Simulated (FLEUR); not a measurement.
# How far to go with the basis cutoff: As (R-3m, 2 atoms in the cell)

```
As
1.0
    3.69877    -1.88940     0.00000
    3.69877     1.88940     0.00000
    2.73362     0.00000     3.12698
As
2
Direct
  0.23172   0.23172   0.23172
  0.77300   0.77300   0.77300
```

Method of the run: PBE, all-electron FLAPW (FLEUR), scalar-relativistic valence run with FLEUR.

Base settings: Kmax = 4.5 1/bohr; GmaxXC = 22.5 1/bohr; xcFunctional = pbe; jspins = 1; l_soc = F; mode = hist; fermiSmearingEnergy = 0.00367493 Htr; mesh (inpgen div1-3) = 4 4 4; inpgen gamma flag = true; Gmax = 22.5 1/bohr.

Moved along: Gmax, GmaxXC.

The second cell is the first with its lattice scaled by 0.98.

The mesh stays at the base's, so the ladder's end is converged at best in this setting alone.

Only quantities that move along the ladder and can be compared are tabulated.

The starting cell has typed, rounded lattice constants, without a prior relaxation at this level. Its lattice was rescaled by up to half a per cent. One atom was moved a little off its site on purpose. Values depend on the basis (sphere radii, cutoffs, local orbitals), which need not be converged. In the base run, forces exceed 1 eV/Å.

Steps (Kmax): 2.66 1/bohr; 2.85 1/bohr; 3.02 1/bohr; 3.18 1/bohr; 3.34 1/bohr; 3.49 1/bohr; 3.76 1/bohr; 4.02 1/bohr; 4.27 1/bohr; 4.5 1/bohr; 4.72 1/bohr; 4.93 1/bohr; 5.23 1/bohr; 5.51 1/bohr; 5.95 1/bohr.

### Question
What is the coarsest Kmax that holds the forces within 0.01 eV/Å of the last step, with all finer ones?

### Answer
4.02 1/bohr; the step before is off by 0.043 eV/Å.

### Question
What is the coarsest Kmax that holds the free energy within 0.5 meV/atom of the last step, with all finer ones?

### Answer
5.23 1/bohr; the step before is off by 0.67 meV/atom.

### Question
What is the coarsest Kmax that holds the energy of the compressed cell less the first within 0.2 meV/atom of the last step, with all finer ones?

### Answer
4.27 1/bohr; the step before is off by 0.38 meV/atom.

| Kmax | free energy less the last step's (meV/atom) | energy of the compressed cell less the first (meV/atom) | largest difference of a force vector from the last step's (eV/Å) |
|---|---|---|---|
| 2.66 1/bohr | 814.67 | 27.47 | 0.778 |
| 2.85 1/bohr | 496.44 | 27.11 | 0.677 |
| 3.02 1/bohr | 318.89 | 17.50 | 0.333 |
| 3.18 1/bohr | 206.06 | 17.77 | 0.084 |
| 3.34 1/bohr | 127.53 | 24.51 | 0.138 |
| 3.49 1/bohr | 81.28 | 25.70 | 0.015 |
| 3.76 1/bohr | 35.22 | 26.18 | 0.043 |
| 4.02 1/bohr | 15.20 | 26.25 | 0.008 |
| 4.27 1/bohr | 6.49 | 26.60 | 0.002 |
| 4.5 1/bohr | 2.93 | 26.64 | 0.005 |
| 4.72 1/bohr | 1.39 | 26.61 | 0.005 |
| 4.93 1/bohr | 0.67 | 26.63 | 0.005 |
| 5.23 1/bohr | 0.22 | 26.64 | 0.003 |
| 5.51 1/bohr | 0.08 | 26.64 | 0.002 |
| 5.95 1/bohr | 0.00 | 26.63 | 0.000 |

The energy difference between the two cells stays within 1 meV/atom of the last step's from 3.49 1/bohr on, the total only from 4.93 1/bohr on: much of the error is common to both cells and cancels.

Two neighbours can agree and both be off: 3.02 1/bohr and 3.18 1/bohr differ by 0.27 meV/atom in the energy of the compressed cell less the first, yet lie about 8.9 meV/atom from the last step.
